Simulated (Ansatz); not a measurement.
# What biaxial strain −0.13 %, plane normal [111], relaxed out of plane does to GaAs

Consider GaAs in the zinc blende structure (space group F-43m, No. 216; a = 5.659 Å). Axes: x, y, z lie along the cube axes.

The change: compressive biaxial strain of 0.13 % in the plane normal to [111], as in epitaxy on a mismatched substrate; the out-of-plane cell vector and the atoms relax.

All numbers come from PBEsol (Ansatz, a program for electronic structure; PAW; 420 eV plane waves; no spin-orbit coupling), earlier PAW set. Settings: 10×10×10 k-points, 0.05 eV Fermi–Dirac smearing.

| quantity | base | changed | shift |
|---|---|---|---|
| volume per atom | 22.66 Å³ | 22.61 Å³ | -0.05 Å³ |
| space group | F-43m (No. 216) | R3m (No. 160) | – |
| shortest interatomic distance | 2.451 Å | 2.449 Å | -0.002 Å |
| energy relative to the base (free energy F) | 0 meV/atom | 0.0 meV/atom | 0.0 meV/atom |
| pressure (mean of the normal stresses, compression positive) | 0.00 GPa | 0.14 GPa | +0.14 GPa |
| band gap | 0.42 eV | 0.43 eV | +0.01 eV |
| gap character | direct at Γ | direct at Γ | – |
| electron mass | 0.025 mₑ (at Γ) | 0.026 mₑ (at Γ) | – |
| valence-band top at Γ (three highest levels, from the VBM) | 0.00, 0.00, 0.00 eV | 0.00, 0.00, -0.01 eV | – |
| valley order (the lowest conduction-band minima on the path, energy above the VBM, named in the base's zone) | Γ 0.42 eV; L along ⟨111⟩ 0.92 eV; a point along ⟨100⟩, about 1.0 Å⁻¹ from Γ 1.32 eV | Γ 0.43 eV; L along [1-11] 0.92 eV; L along [111] 0.94 eV; a point along [100], about 1.0 Å⁻¹ from Γ 1.31 eV | – |
| out-of-plane strain | – | +0.06 % | – |
| mean in-plane stress (compression positive) | – | +0.2 GPa | – |

Final structure (turned so that z lies along the plane normal):

```
GaAs
1.0
    3.99661     0.00000     0.00000
    1.99831     3.46117     0.00000
    1.99831    -1.15372     3.26944
As Ga
1 1
Direct
  0.49982   0.75009   0.25027
  0.00018   0.99991   0.99973
```

Cost of the whole job for the changed cell (relaxation, final SCF and bands): very roughly 30 core-seconds.

Masses are band curvatures over ±0.01 Å⁻¹ around the edge. No phonon test of stability was made. k-point labels follow each cell's own Brillouin zone.
